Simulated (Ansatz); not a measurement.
System: L1₀ (CuAu-type) FePt. Method: LDA (Ansatz, a first-principles code, PAW).

Input file:

Ansatz 0.2 input:
```yaml
crystal:
  lattice:
    - [2.696096958, 0.0, 0.0]
    - [0.0, 2.696096958, 0.0]
    - [0.0, 0.0, 3.7270618144]
  atoms:
    - { symbol: Fe, position: [0.0, 0.0, 0.0], spin: 3.0 }
    - { symbol: Pt, position: [0.5, 0.5, 0.5], spin: 0.0 }
basis:
  ecutwfc: 520
  ecutrho_ratio: 4
  xc_grid: 2
kpoints:
  mp_grid: { grid: [20, 20, 16] }
hamiltonian:
  xc: lda
  dispersion: none
  pseudopotentials: { kind: paw }
scf:
  occupations: { method: fermi_dirac, width: 0.05 }
output:
  forces: true
  stress: true
  eigenvalues: true
magnetization:
  spin_polarized: true
relax:
  f_tol: 0.004
  escape_saddle: false
  max_steps: 80
  cell: { stress_tol: 0.02, fix: [volume] }
```

Excerpt of the program's output:

```
Relaxation: its limit of steps is 80 (relax.max_steps)
Crystal: 2 atoms, lattice volume = 27.092 Å³
Basis set: ecut = 520 eV, 709 PW (Γ), exchange–correlation on 48×48×60 points (8 copies of the dense FFT grid, shifted against one another)
Bands: 23, of which v1, the nominal top of the filled ones, is band 17 counted from 1 (16 counted from 0)
Symmetry: 16 space group operations
Space group: P4/mmm (ITA 123), of the structure as read, at distance tolerance 3.0e-5 Å
k-points: 594 of 6400
Initial density: superposition of atomic densities (chi_scale 0.1, normalization cell)
Functional: x = slater, c = lda
SCF 1 converged in 11 iterations: F = -16665.223089 eV  dr2 = 9.85e-8
Crystal: 2 atoms, lattice volume = 27.092 Å³
Initial density: handed on by an earlier stage of this run
SCF 2 converged in 5 iterations: F = -16665.223127 eV  dr2 = 1.46e-8
Crystal: 2 atoms, lattice volume = 27.092 Å³
SCF 3 converged in 7 iterations: F = -16665.223127 eV  dr2 = 8.59e-13
SCF converged after 7 iterations
Magnetization: 3.1711 μB (18.5855 up, 15.4145 down)
Free energy (F): -16665.223127 eV
Internal energy: -16665.212580 eV  (E = F + TS)
E sigma→0 (E₀):  -16665.217854 eV
Fermi energy:    20.598898 eV
--- Forces (eV/Å), atoms counted from 1 ---
  atom   1  Fe    -0.00000000    -0.00000000     0.00000000
  atom   2  Pt     0.00000000     0.00000000     0.00000000
--- Stress (GPa, compression-positive) ---
       -9.072560       0.000000       0.000000
        0.000000      -9.072560       0.000000
        0.000000       0.000000      -9.058028
  P = ⅓ Tr σ = -9.0677 GPa (-90.677 kbar)
```

The cell is one volume of an energy–volume scan, off the minimum.

The PAW data were made under PBE.

Computing time: around 2.4 core-minutes (rough).
